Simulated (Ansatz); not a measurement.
KTaO₃ (Pm-3m), r2SCAN with spin-orbit coupling, rigid bands in Ansatz (a quantum-chemistry and plane-wave program). Band gap 2.48 eV, N_c = 1.86e19 cm⁻³ and N_v = 4.27e20 cm⁻³ at 300 K, conductivity masses of 0.484 mₑ (electrons) and 2.03 mₑ (holes). Take k_BT = 0.02585 eV.

### Question
What thermal injection velocity √(2k_BT/πm) limits a ballistic channel?

### Answer
7.73e6 cm/s for electrons and 3.78e6 cm/s for holes, a ratio of √(m_h/m_e) = 2.05, for dilute carriers.

### Question
What built-in voltage has an abrupt junction with N_A = 1e17 and N_D = 1e18 cm⁻³, all dopants ionised?

### Answer
V_bi = E_g/e − (k_BT/e) ln(N_c N_v/(N_A N_D)) = 2.48 − 0.02585 × 11.28 = 2.19 V, for the computed gap.

### Question
A film of it is 2 nm thick. Estimate the confinement energies in an infinite well.

### Answer
ħ²π²/(2m t²) = 0.376 eV·nm²/(m/mₑ × t²) gives 194 meV for electrons and 46.3 meV for holes, so the gap would widen to about 2.72 eV. Finite barriers and nonparabolic bands lower this, and with several valleys or bands the heaviest mass along the normal sets the lowest level, not this average.

Rigid bands with the computed gap; masses take one relaxation time for all states.
